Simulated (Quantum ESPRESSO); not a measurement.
Troubleshooting Quantum ESPRESSO: a failed run on CdCuF4 (I4/mcm, 12 atoms in the cell). The aim is a self-consistent single point with DFT, LDA (PZ), plane waves, GBRV 1.5 ultrasoft (LDA) pseudopotentials.

Cell that was meant: a = 6.2951 Å, b = 6.2951 Å, c = 6.2951 Å, α = 130.52°, β = 130.52°, γ = 72.58°.

Part of the input:

```fortran
    degauss = 0.000734986
    nspin = 2
    starting_magnetization(2) = 0.053
    tot_magnetization = 120
/
&electrons
    conv_thr = 1.0e-11
```

Log, with long lists cut:

```
     Self-consistent Calculation

     iteration #  1     ecut=    50.00 Ry     beta= 0.30

 %%%%%%%%%%%%%%%%%%%%%%%%%%%%%%%%%%%%%%%%%%%%%%%%%%%%%%%%%%%%%%%%%%%%%%%%%%%%%%
     Error in routine efermig (1):
     internal error, cannot bracket Ef
 %%%%%%%%%%%%%%%%%%%%%%%%%%%%%%%%%%%%%%%%%%%%%%%%%%%%%%%%%%%%%%%%%%%%%%%%%%%%%%

     stopping ...
```

Question: From the messages shown, name the fault and mend the input.

Answer: The fault is a total moment larger than the electron count allows. The moment is the difference of the two channels' electron counts and cannot exceed the total. To fix it, give a possible moment, or leave it free. The program stopped with an error at about iteration 1.

The sound input it was made from differs as follows (other fixes are possible):
```diff
-    tot_magnetization = 120
```

With that input, the run converged in 14 iterations: free energy E − TS -19386.9604 eV; top of the valence band (on the code's own zero) 6.49 eV; gap on the k-point mesh 0.58 eV; pressure -1.51 GPa; largest force (vector length) 0.086 eV/Å (DFT, LDA (PZ), plane waves, GBRV 1.5 ultrasoft (LDA) pseudopotentials).

On the sound input: the starting cell comes from a database of computed structures (which also holds hypothetical and non-ambient phases and stackings), without a prior relaxation at this level. Its lattice was rescaled by a random factor within 2.5 % of one. The magnetic order is the one reached from the typed start; others were not searched systematically.
